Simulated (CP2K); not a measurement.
Input and output of a self-consistent single point for Se (P1, 3 atoms in the cell) (CP2K).

Computed with CP2K with LDA (Pade form), GPW, DZVP-MOLOPT-SR-GTH basis, GTH-PADE potentials (GTH_POTENTIALS).

The change in words: 1 x 1 x 1 supercell, one Se atom moved by 0.02 angstrom along z. Reference geometry:
```yaml
crystal:
  lattice:
    - [4.38311, 0.00000, 0.00000]
    - [-2.19156, 3.79589, 0.00000]
    - [0.00000, 0.00000, 4.96485]
  atoms:
    - { symbol: Se, position: [0.00000, 0.22500, 0.66667] }
    - { symbol: Se, position: [0.77500, 0.77500, 0.00000] }
    - { symbol: Se, position: [0.22500, 0.00000, 0.33333] }
```

Reference input (self-consistent single point, DFT LDA (Pade form), GPW, DZVP-MOLOPT-SR-GTH basis, GTH-PADE potentials (GTH_POTENTIALS)): CUTOFF = 400 Ry; REL_CUTOFF = 40 Ry; SMEAR/METHOD = FERMI_DIRAC; ELECTRONIC_TEMPERATURE = 116.05 K; KPOINTS/SCHEME = MONKHORST-PACK 5 5 3; XC_FUNCTIONAL = PADE; Se/BASIS_SET = DZVP-MOLOPT-SR-GTH-q6; Se/POTENTIAL = GTH-PADE-q6; METHOD = GPW; EPS_DEFAULT = 1e-10; NGRIDS = 4; SCF_GUESS = ATOMIC. This run's input differs from it in these lines:

```diff
@@ -70,5 +70,5 @@
       SCALED
-      Se       0.00000000     0.22500000     0.66666667
+      Se       0.00000000     0.22500000     0.66666700
       Se       0.77500000     0.77500000     0.00000000
-      Se       0.22500000     0.00000000     0.33333333
+      Se       0.22500000     0.00000000     0.33736100
     &END COORD
```

Log, with long lists cut:

```
 SCF WAVEFUNCTION OPTIMIZATION

  Step     Update method      Time    Convergence         Total energy    Change
     1 NoMix/Diag. 0.30E+00      -     0.42926787       -28.5481230164 -2.85E+01
     2 Broy./Diag. 0.30E+00      -     0.00476182       -28.6719534023 -1.24E-01
     3 Broy./Diag. 0.30E+00      -     0.01811805       -28.5417155875  1.30E-01
     4 Broy./Diag. 0.30E+00      -     0.00103696       -28.4968037454  4.49E-02
     5 Broy./Diag. 0.30E+00      -     0.00208880       -28.4683711912  2.84E-02
     6 Broy./Diag. 0.30E+00      -     0.00027833       -28.4584089232  9.96E-03
   [... 5 lines left out ...]
    12 Broy./Diag. 0.30E+00      -     0.00000402       -28.4539907264  4.68E-06
    13 Broy./Diag. 0.30E+00      -     0.00000148       -28.4539955046 -4.78E-06
    14 Broy./Diag. 0.30E+00      -     0.00000277       -28.4540020688 -6.56E-06
    15 Broy./Diag. 0.30E+00      -     0.00000008       -28.4540033889 -1.32E-06
  *** SCF run converged in    15 steps ***

  Overlap energy of the core charge distribution:               0.00000001130266
  Self energy of the core charge distribution:                -59.73772061093890
  Core Hamiltonian energy:                                     13.10629171601173
  Hartree energy:                                              24.26008521366293
  Exchange-correlation energy:                                 -6.08265971897220
  Electronic entropic energy:                                  -0.00000000000000
  Fermi energy:                                                 0.11899260825592

  Total energy:                                               -28.45400338893379
  Total energy (extrapolated to T->0):                        -28.45400338893379

                     Mulliken Population Analysis

   [... lines left out ...]

 STRESS| Analytical stress tensor [bar]
 STRESS|                        x                   y                   z
 STRESS|      x       -1.44281721854E+04  -1.77435148899E+03  -4.54790176453E+03
 STRESS|      y       -1.77435148899E+03  -1.45112704684E+04   5.60856018780E+01
 STRESS|      z       -4.54790176453E+03   5.60856018780E+01   1.42985826923E+02
 STRESS| 1/3 Trace                                            -9.59881894231E+03
```

The run converged in 15 iterations. Against the reference run the free energy hardly moves (within 1 meV/atom), the pressure hardly changes (-0.97 to -0.96 GPa), the largest force goes from 0.302 to 0.359 eV/Å and the gap on the mesh goes from 1.394 to 1.368 eV.

The starting cell has typed, rounded lattice constants, without a prior relaxation at this level. Its lattice was rescaled by up to half a per cent. For this run, on top of that: 1 x 1 x 1 supercell, one Se atom moved by 0.02 angstrom along z. Values carry the incompleteness of an atom-centred basis.
